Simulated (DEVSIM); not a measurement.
System: Si p+/n-/n+ power diode, at 300 K.

```
layer (left to right)  material  thickness (μm)  Nd (cm⁻³)  Na (cm⁻³)  τn (s)  τp (s)
---------------------  --------  --------------  ---------  ---------  ------  ------
1                            Si           0.840          -       3e18  1.7e-5  5.6e-5
2                            Si            4.40     2.1e14          -  5.6e-5  5.6e-5
3                            Si            3.20     1.1e18          -  5.6e-5  5.6e-5
```

Left contact: ohmic. Right contact: ohmic. Voltage is applied to the left contact. Recombination: SRH at mid-gap. Mobility is constant in doping.

The device is made up for the run: typed textbook-type constants, with dimensions and the other settings drawn at random. Values at 300 K.

```tsv
parameter	Si
gap (eV)	1.124
affinity (eV)	4.05
permittivity	11.7
Nc (cm⁻³)	2.86e19
Nv (cm⁻³)	3.1e19
μn (cm²/Vs)	1417
μp (cm²/Vs)	470
```

Simulated with DEVSIM: 1D drift-diffusion, Boltzmann statistics, complete ionisation; no tunnelling, impact ionisation, image-force lowering or self-heating.

### Question
Tabulate band edges, carrier densities and field at 0.9 V on the left contact.

### Answer
Energies count from the Fermi level of the right contact; mesh points crowd at the junctions.

| x (μm) | Ec (eV) | Ev (eV) | n (cm⁻³) | p (cm⁻³) | field (V/cm) |
|---|---|---|---|---|---|
| 0.000 | 0.164 | -0.960 | < 1e2 | 3.0e18 | ≈ 0 |
| 0.04119 | 0.164 | -0.960 | 1.4e15 | 3.0e18 | ≈ 0 |
| 0.1557 | 0.164 | -0.960 | 5.2e15 | 3.0e18 | ≈ 0 |
| 0.4368 | 0.164 | -0.960 | 1.5e16 | 3.0e18 | ≈ 0 |
| 0.7495 | 0.164 | -0.960 | 2.5e16 | 3.0e18 | ≈ 0 |
| 0.8211 | 0.164 | -0.960 | 2.7e16 | 3.0e18 | -36 |
| 0.8536 | 0.106 | -1.018 | 2.6e17 | 3.2e17 | -5400 |
| 0.9650 | 0.104 | -1.020 | 2.9e17 | 2.9e17 | 27 |
| 1.225 | 0.104 | -1.020 | 2.9e17 | 2.9e17 | 27 |
| 1.939 | 0.106 | -1.018 | 2.9e17 | 2.9e17 | 26 |
| 3.718 | 0.111 | -1.013 | 3.0e17 | 3.0e17 | 26 |
| 4.872 | 0.114 | -1.010 | 3.0e17 | 3.0e17 | 26 |
| 5.121 | 0.115 | -1.009 | 3.1e17 | 3.0e17 | 26 |
| 5.212 | 0.115 | -1.009 | 3.1e17 | 3.0e17 | -180 |
| 5.260 | 0.080 | -1.044 | 1.2e18 | 7.9e16 | -150 |
| 5.342 | 0.080 | -1.044 | 1.2e18 | 7.7e16 | 12 |
| 5.562 | 0.080 | -1.044 | 1.2e18 | 7.2e16 | 13 |
| 6.200 | 0.081 | -1.043 | 1.2e18 | 5.7e16 | 13 |
| 7.737 | 0.083 | -1.041 | 1.1e18 | 1.8e16 | 14 |
| 8.209 | 0.084 | -1.040 | 1.1e18 | 6.1e15 | 14 |
| 8.371 | 0.084 | -1.040 | 1.1e18 | 1.8e15 | 14 |
| 8.440 | 0.084 | -1.040 | 1.1e18 | 110 | 14 |
